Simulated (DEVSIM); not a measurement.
System: Cr/SiO2/p-Ge capacitor, at 300 K.

```csv
layer (left to right),material,thickness (nm),Na (cm⁻³)
1,SiO2,12.0,-
2,Ge,4200,2e16
```

Metal gate on the left, work function 4.5 eV. Fixed charge at the semiconductor interface 2.4e10 cm⁻² (in units of +e); no interface traps.

This is a model device: material constants are rounded textbook-type values typed into the input, and sizes, dopings and lifetimes were drawn at random. Values at 300 K.

```csv
parameter,SiO2,Ge
gap (eV),9,0.664
affinity (eV),0.9,4
permittivity,3.9,16
Nc (cm⁻³),-,1.04e19
Nv (cm⁻³),-,6e18
```

Simulated with DEVSIM: 1D Poisson equation in equilibrium, Boltzmann statistics, complete ionisation; no quantum confinement or tunnelling. Metal contacts follow the ideal Schottky-Mott rule: no Fermi-level pinning, no interface dipoles.

Question: Tabulate band edges, carrier densities and field at 0.4 V on the gate.

Answer: Energies count from the Fermi level of the right contact; mesh points crowd at the junctions.

```json
[
 {"x (μm)": "0.000", "Ec (eV)": "3.200", "Ev (eV)": "-5.800", "n (cm⁻³)": "< 1e2", "p (cm⁻³)": "< 1e2", "field (V/cm)": "120000"},
 {"x (μm)": "0.001413", "Ec (eV)": "3.218", "Ev (eV)": "-5.782", "n (cm⁻³)": "< 1e2", "p (cm⁻³)": "< 1e2", "field (V/cm)": "120000"},
 {"x (μm)": "0.004051", "Ec (eV)": "3.251", "Ev (eV)": "-5.750", "n (cm⁻³)": "< 1e2", "p (cm⁻³)": "< 1e2", "field (V/cm)": "120000"},
 {"x (μm)": "0.008220", "Ec (eV)": "3.302", "Ev (eV)": "-5.698", "n (cm⁻³)": "< 1e2", "p (cm⁻³)": "< 1e2", "field (V/cm)": "120000"},
 {"x (μm)": "0.01132", "Ec (eV)": "3.341", "Ev (eV)": "-5.659", "n (cm⁻³)": "< 1e2", "p (cm⁻³)": "< 1e2", "field (V/cm)": "120000"},
 {"x (μm)": "0.01241", "Ec (eV)": "0.251", "Ev (eV)": "-0.413", "n (cm⁻³)": "6.3e14", "p (cm⁻³)": "6.9e11", "field (V/cm)": "33000"},
 {"x (μm)": "0.01451", "Ec (eV)": "0.258", "Ev (eV)": "-0.406", "n (cm⁻³)": "4.9e14", "p (cm⁻³)": "9.0e11", "field (V/cm)": "33000"},
 {"x (μm)": "0.02208", "Ec (eV)": "0.282", "Ev (eV)": "-0.382", "n (cm⁻³)": "1.9e14", "p (cm⁻³)": "2.3e12", "field (V/cm)": "31000"},
 {"x (μm)": "0.03618", "Ec (eV)": "0.323", "Ev (eV)": "-0.341", "n (cm⁻³)": "3.9e13", "p (cm⁻³)": "1.1e13", "field (V/cm)": "28000"},
 {"x (μm)": "0.06995", "Ec (eV)": "0.403", "Ev (eV)": "-0.261", "n (cm⁻³)": "1.8e12", "p (cm⁻³)": "2.5e14", "field (V/cm)": "20000"},
 {"x (μm)": "0.1441", "Ec (eV)": "0.494", "Ev (eV)": "-0.170", "n (cm⁻³)": "5.2e10", "p (cm⁻³)": "8.4e15", "field (V/cm)": "5800"},
 {"x (μm)": "0.4186", "Ec (eV)": "0.517", "Ev (eV)": "-0.147", "n (cm⁻³)": "2.2e10", "p (cm⁻³)": "2.0e16", "field (V/cm)": "≈ 0"},
 {"x (μm)": "0.9620", "Ec (eV)": "0.517", "Ev (eV)": "-0.147", "n (cm⁻³)": "2.2e10", "p (cm⁻³)": "2.0e16", "field (V/cm)": "≈ 0"},
 {"x (μm)": "2.182", "Ec (eV)": "0.517", "Ev (eV)": "-0.147", "n (cm⁻³)": "2.2e10", "p (cm⁻³)": "2.0e16", "field (V/cm)": "≈ 0"},
 {"x (μm)": "3.526", "Ec (eV)": "0.517", "Ev (eV)": "-0.147", "n (cm⁻³)": "2.2e10", "p (cm⁻³)": "2.0e16", "field (V/cm)": "≈ 0"},
 {"x (μm)": "3.919", "Ec (eV)": "0.517", "Ev (eV)": "-0.147", "n (cm⁻³)": "2.2e10", "p (cm⁻³)": "2.0e16", "field (V/cm)": "≈ 0"},
 {"x (μm)": "4.087", "Ec (eV)": "0.517", "Ev (eV)": "-0.147", "n (cm⁻³)": "2.2e10", "p (cm⁻³)": "2.0e16", "field (V/cm)": "≈ 0"},
 {"x (μm)": "4.157", "Ec (eV)": "0.517", "Ev (eV)": "-0.147", "n (cm⁻³)": "2.2e10", "p (cm⁻³)": "2.0e16", "field (V/cm)": "≈ 0"},
 {"x (μm)": "4.195", "Ec (eV)": "0.517", "Ev (eV)": "-0.147", "n (cm⁻³)": "2.2e10", "p (cm⁻³)": "2.0e16", "field (V/cm)": "≈ 0"},
 {"x (μm)": "4.205", "Ec (eV)": "0.517", "Ev (eV)": "-0.147", "n (cm⁻³)": "2.2e10", "p (cm⁻³)": "2.0e16", "field (V/cm)": "≈ 0"},
 {"x (μm)": "4.210", "Ec (eV)": "0.517", "Ev (eV)": "-0.147", "n (cm⁻³)": "2.2e10", "p (cm⁻³)": "2.0e16", "field (V/cm)": "≈ 0"},
 {"x (μm)": "4.212", "Ec (eV)": "0.517", "Ev (eV)": "-0.147", "n (cm⁻³)": "2.2e10", "p (cm⁻³)": "2.0e16", "field (V/cm)": "≈ 0"}
]
```
